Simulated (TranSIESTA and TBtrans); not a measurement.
Junction: (SiH2)3 held by thiolate S between two Au chains. Leads: straight Au chain, spacing 2.55 Å. Geometry: 13 atoms about the centre moved by SIESTA (PBE, SZP) to a largest force of 0.04 eV/Å, all others as built. Transport runs along z; the first 6 and the last 6 of the 29 atoms are the lead cells, repeated to infinity.

```xyz
29
Lattice="13.485 0.000 0.000 0.000 13.485 0.000 0.000 0.000 53.270" Properties=species:S:1:pos:R:3 pbc="F F T"
Au     6.743     6.743     0.000
Au     6.743     6.743     2.550
Au     6.743     6.743     5.100
Au     6.743     6.743     7.650
Au     6.743     6.743    10.200
Au     6.743     6.743    12.750
Au     6.743     6.743    15.300
Au     6.743     6.743    17.850
Au     6.649     6.949    20.382
S      7.480     5.163    21.517
Si     6.983     6.225    23.351
Si     7.560     4.983    25.361
Si     6.983     6.224    27.370
S      7.480     5.160    29.202
H      7.716     7.604    23.496
H      5.455     6.546    23.494
H      9.091     4.659    25.366
H      6.833     3.597    25.360
H      7.716     7.603    27.223
H      5.456     6.547    27.225
Au     6.648     6.946    30.337
Au     6.743     6.743    32.870
Au     6.743     6.743    35.420
Au     6.743     6.743    37.970
Au     6.743     6.743    40.520
Au     6.743     6.743    43.070
Au     6.743     6.743    45.620
Au     6.743     6.743    48.170
Au     6.743     6.743    50.720
```

Run with TranSIESTA and TBtrans (open boundaries, self-consistent; PseudoDojo norm-conserving potentials, scalar-relativistic): PAO.BasisSize DZP, PAO.EnergyShift 0.15 eV, XC.Authors PBE, Mesh.Cutoff 150 Ry, ElectronicTemperature 300 K, TS.Voltage 0.0 eV, TBT.Elecs.Eta 0.001 eV, no spin polarisation.

Energies count from the leads' Fermi level. Transmissions are for one spin of a degenerate pair. The energy step is 0.02 eV; narrower resonances are cut or missed.

```
E (eV)      T
------  -----
-0.20   0.212
-0.16   0.245
-0.12   0.329
-0.08   0.218
-0.04   0.176
0.00    0.161
0.04    0.166
0.08    0.162
0.12    0.157
0.16    0.152
0.20    0.148
```

Q: Give the zero-bias conductance in μS and the resistance at 300 K.

A: At the Fermi level T = 0.161. Averaged with −∂f/∂E over the full grid (kT = 25.9 meV) it is 0.172. With G0 = 2e²/h = 77.48 μS, G = 13.3 μS and R = 1/G = 75.2 kΩ.

Q: The eigenchannels at the Fermi level transmit 0.161. What Fano factor of the shot noise follows at low temperature and bias?

A: F = Σ τ(1 − τ)/Σ τ = 0.135/0.161 = 0.84.

The leads' channel count changes near -0.01 eV, within the thermal window, so values at the Fermi level hang on where that band edge falls. The leads are straight chains one atom wide, held at their spacing: model electrodes, not surfaces. Semilocal functionals put molecular levels too close to the Fermi level and tend to overestimate such conductances.
